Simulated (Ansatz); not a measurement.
The parent structure is ZnSe in the zinc blende structure (space group F-43m, No. 216; a = 5.6661 Å). Axes: x, y, z lie along the cube axes.

Modification: a pure shear with ε_xy = ε_yx = -0.0247; the atoms relax in the strained cell.

Levels (all Ansatz, an electronic-structure program, PAW, earlier PAW set): r2SCAN (500 eV, spin-orbit coupling left out); HSE06 (420 eV, no SOC); HSE06+SOC (420 eV, with spin-orbit coupling).

At the geometry relaxed with r2SCAN, these levels gave the following band gaps, in shuffled order: (a) 2.14 eV, (b) 2.23 eV, (c) 1.68 eV.

### Question
Match each gap to its level.

### Answer
(a) HSE06+SOC; (b) HSE06; (c) r2SCAN.

Single points use the geometry relaxed with r2SCAN. The spin-orbit shifts are approximate. Stability against distortions was not tested.
